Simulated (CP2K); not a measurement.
Input and output of a self-consistent single point for KCl (Fm-3m, 2 atoms in the cell) (CP2K).

Computed with LDA (Pade form), GPW, DZVP-MOLOPT-SR-GTH basis, GTH-PADE potentials (GTH_POTENTIALS) in CP2K.

```xyz
2
Lattice="4.4477 0.0000 0.0000 2.2239 3.8518 0.0000 2.2239 1.2839 3.6315" Properties=species:S:1:pos:R:3 pbc="T T T"
K      0.0000     0.0000     0.0000
Cl     4.4477     2.5679     1.8158
```

Reference input (self-consistent single point, DFT PBE, GPW, DZVP-MOLOPT-SR-GTH basis, GTH-PBE potentials (GTH_POTENTIALS)): CUTOFF = 500 Ry; REL_CUTOFF = 40 Ry; SMEAR/METHOD = FERMI_DIRAC; ELECTRONIC_TEMPERATURE = 580.23 K; KPOINTS/SCHEME = MONKHORST-PACK 6 6 6; GAMMA_CENTERED = T; XC_FUNCTIONAL = PBE; K/BASIS_SET = DZVP-MOLOPT-SR-GTH-q9; K/POTENTIAL = GTH-PBE-q9; Cl/BASIS_SET = DZVP-MOLOPT-SR-GTH-q7; Cl/POTENTIAL = GTH-PBE-q7; METHOD = GPW. This run's input differs from it in these lines:

```diff
@@ -43,3 +43,3 @@
     &XC
-      &XC_FUNCTIONAL PBE
+      &XC_FUNCTIONAL PADE
       &END XC_FUNCTIONAL
@@ -74,3 +74,3 @@
       BASIS_SET DZVP-MOLOPT-SR-GTH-q9
-      POTENTIAL GTH-PBE-q9
+      POTENTIAL GTH-PADE-q9
     &END KIND
@@ -78,3 +78,3 @@
       BASIS_SET DZVP-MOLOPT-SR-GTH-q7
-      POTENTIAL GTH-PBE-q7
+      POTENTIAL GTH-PADE-q7
     &END KIND
```

Log, with long lists cut:

```
 SCF WAVEFUNCTION OPTIMIZATION

  Step     Update method      Time    Convergence         Total energy    Change
     1 NoMix/Diag. 0.40E+00      -     0.93821499       -43.3493761888 -4.33E+01
     2 Broy./Diag. 0.40E+00      -     0.06210291       -43.1627004970  1.87E-01
     3 Broy./Diag. 0.40E+00      -     0.02861376       -43.3411974791 -1.78E-01
     4 Broy./Diag. 0.40E+00      -     0.00408303       -43.3652924137 -2.41E-02
     5 Broy./Diag. 0.40E+00      -     0.00146107       -43.3562658945  9.03E-03
     6 Broy./Diag. 0.40E+00      -     0.00070571       -43.3638710913 -7.61E-03
     7 Broy./Diag. 0.40E+00      -     0.00002640       -43.3644554941 -5.84E-04
     8 Broy./Diag. 0.40E+00      -     0.00001240       -43.3644324599  2.30E-05
     9 Broy./Diag. 0.40E+00      -     0.00000129       -43.3644001277  3.23E-05
    10 Broy./Diag. 0.40E+00      -     0.00000073       -43.3644015288 -1.40E-06
  *** SCF run converged in    10 steps ***

  Overlap energy of the core charge distribution:               0.00000000000000
  Self energy of the core charge distribution:                -90.83796313157626
  Core Hamiltonian energy:                                     21.07317472534770
  Hartree energy:                                              33.54410948151116
  Exchange-correlation energy:                                 -7.14372260411517
  Electronic entropic energy:                                  -0.00000000000000
  Fermi energy:                                                 0.05333091855736

  Total energy:                                               -43.36440152883257
  Total energy (extrapolated to T->0):                        -43.36440152883257

                     Mulliken Population Analysis

   [... lines left out ...]

 STRESS| Analytical stress tensor [bar]
 STRESS|                        x                   y                   z
 STRESS|      x       -1.78267712725E+04   1.56367276078E+00   1.10570006088E+00
 STRESS|      y        1.56367276078E+00  -1.78285645540E+04   6.45247940107E-01
 STRESS|      z        1.10570006088E+00   6.45247940107E-01  -1.78289438901E+04
 STRESS| 1/3 Trace                                            -1.78280932388E+04
```

The run converged in 10 iterations. Against the reference run the pressure goes from 0.95 to -1.78 GPa and the gap on the mesh goes from 5.184 to 4.765 eV.

The starting cell has typed, rounded lattice constants, without a prior relaxation at this level. Values carry the incompleteness of an atom-centred basis.
